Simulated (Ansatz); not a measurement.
# MgO (model structure, started from the PtS type, P4₂/mmc, No. 131, 4 atoms in the cell): properties by level of theory

```csv
level (code),equilibrium lattice constant a (Å),lattice parameter c (Å),enthalpy of formation (eV/atom)
PBE (Ansatz),3.019,5.430,-2.176
PBEsol (Ansatz),2.990,5.392,-2.223
PBE-D3(BJ) (Ansatz),2.984,5.400,-2.253
```

Ansatz's density-functional and Hartree–Fock values are scalar-relativistic unless marked +SOC, with PAW data made under PBE.

A model structure was made by putting elements into a prototype or built by hand; it is no filed structure, need not be a known phase, and can be a saddle point held by its symmetry.

Ansatz is a quantum-chemistry and plane-wave program.
